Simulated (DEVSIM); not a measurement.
## illuminated Si n-on-p cell, one wavelength

System: illuminated Si n-on-p cell, one wavelength, at 300 K.

| layer (left to right) | material | thickness (μm) | Nd (cm⁻³) | Na (cm⁻³) | τn (s) | τp (s) | absorption coefficient (cm⁻¹) |
|---|---|---|---|---|---|---|---|
| 1 | Si | 0.220 | 6.3e18 | - | 3e-5 | 1.6e-5 | 97000 |
| 2 | Si | 85.0 | - | 2.3e16 | 3.7e-5 | 3.7e-5 | 97000 |

Left contact: ohmic, minority hole recombination velocity 200 cm/s. Right contact: ohmic, minority electron recombination velocity 10 cm/s. Voltage is applied to the left contact. Recombination: SRH at mid-gap, radiative. Light enters at the left, 5e16 photons cm⁻² s⁻¹, one pass, no reflection. Mobility is μmin + (μ − μmin)/(1 + (N/Nref)^α).

Constants are typed, rounded textbook-type inputs, not results; the design itself was drawn at random and stands for no fabricated device. Values at 300 K.

```tsv
parameter	Si
gap (eV)	1.124
affinity (eV)	4.05
permittivity	11.7
Nc (cm⁻³)	2.86e19
Nv (cm⁻³)	3.1e19
μn (cm²/Vs)	1417
μp (cm²/Vs)	470
μn,min	52
μp,min	45
Nref,n	9.7e16
Nref,p	2.2e17
αn	0.68
αp	0.72
B (cm³/s)	4.7e-15
```

Simulated with DEVSIM: 1D drift-diffusion, Boltzmann statistics, complete ionisation; no tunnelling, impact ionisation, image-force lowering or self-heating.

```json
{
 "potential_step_across_the_device_at_zero_bias": "0.899 V",
 "largest_field_in_the_device_at_zero_bias": "150000 V/cm",
 "Dark forward voltage at 1 A/cm²": "0.791 V",
 "Dark forward voltage at 100 A/cm²": "0.953 V",
 "short_circuit_current": "7.96 mA/cm²",
 "open_circuit_voltage": "0.633 V",
 "fill_factor": "0.83",
 "largest_power": "4.20 mW/cm²",
 "share_of_generated_pairs_collected_at_short_circuit": "0.994"
}
```

Small-signal capacitance in reverse bias (quasi-static):

| V (V) | C (nF/cm²) |
|---|---|
| 0.04 | 47.7 |
| 0.1 | 46.0 |
| 0.2 | 43.6 |
| 0.3 | 41.5 |
| 0.4 | 39.7 |
| 0.6 | 36.7 |
| 0.8 | 34.3 |
| 1 | 32.4 |
| 1.3 | 30.0 |
| 1.6 | 28.0 |
| 2 | 26.0 |

Dark reverse current:

```json
[
 {"V (V)": "0.04", "J (A/cm²)": "3.0e-11"},
 {"V (V)": "0.10", "J (A/cm²)": "5.9e-11"},
 {"V (V)": "0.20", "J (A/cm²)": "9.9e-11"},
 {"V (V)": "0.30", "J (A/cm²)": "1.3e-10"},
 {"V (V)": "0.40", "J (A/cm²)": "1.7e-10"},
 {"V (V)": "0.60", "J (A/cm²)": "2.3e-10"},
 {"V (V)": "0.80", "J (A/cm²)": "2.8e-10"},
 {"V (V)": "1.00", "J (A/cm²)": "3.3e-10"},
 {"V (V)": "1.30", "J (A/cm²)": "4.0e-10"},
 {"V (V)": "1.60", "J (A/cm²)": "4.6e-10"},
 {"V (V)": "2.00", "J (A/cm²)": "5.3e-10"}
]
```
